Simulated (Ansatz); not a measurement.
Total g(r) from a molecular-dynamics run [in the run: mean pressure 0.7 GPa against a target of 0; 2×2×2 k-points, which a denser mesh shifts by 0.0 GPa in pressure and 0.03 eV/Å in forces]. All values below come from PBE (plane waves, PAW; Ansatz, a program for electronic structure).

```
r (Å) | g(r)
     1.02 |  0.00
     1.14 |  0.00
     1.26 |  0.00
     1.38 |  0.00
     1.50 |  0.00
     1.62 |  0.00
     1.74 |  0.00
     1.86 |  0.00
     1.98 |  0.00
     2.10 |  0.00
     2.22 |  0.00
     2.34 |  0.04
     2.46 | #### 0.50
     2.58 | ################ 2.01
     2.70 | ############################ 3.44
     2.82 | ############################## 3.72
     2.94 | ####################### 2.89
     3.06 | ############## 1.75
     3.18 | ####### 0.89
     3.30 | ### 0.42
     3.42 | ## 0.19
     3.54 | ## 0.20
     3.66 | ## 0.29
     3.78 | #### 0.52
     3.90 | ##### 0.67
```

**Question.** Which system gave this curve?
(A) Li2O (antifluorite type), crystal, 1247 K
(B) Ti (hcp), crystal, 297 K
(C) Pd (fcc), crystal, 1399 K
(D) MgO (rock salt), crystal, 309 K, 6.8 GPa

**Answer.** C, Pd (fcc), crystal, 1399 K
